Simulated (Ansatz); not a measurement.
Base system: BaHfO3 in the cubic perovskite structure (space group Pm-3m, No. 221; a = 4.158 Å).

Level of theory: PBEsol/PAW in Ansatz (an electronic-structure program), no SOC.

For the base:

* **Band gap**: 3.58 eV
* **Shortest interatomic distance**: 3.928 bohr
* **Gap character**: indirect, R → Γ

Now apply this change: cell and atoms relaxed at a pressure of 10 GPa.

Question: What does the calculation give for the band gap after the change?

Answer: The band gap increases by 0.08 eV, from 3.58 eV to 3.66 eV.

Question: How does this affect the shortest interatomic distance?

Answer: The shortest interatomic distance decreases by 0.068 bohr, from 3.928 bohr to 3.860 bohr.

Question: How does this affect the gap character?

Answer: The gap character becomes direct at Γ (base: indirect, R → Γ).

Spin-orbit coupling, missing from the scalar runs, can matter with Hf. Load acts through the strain it causes; cell and atoms are relaxed under it. No phonon test of stability was made. No other phases were tried under pressure.
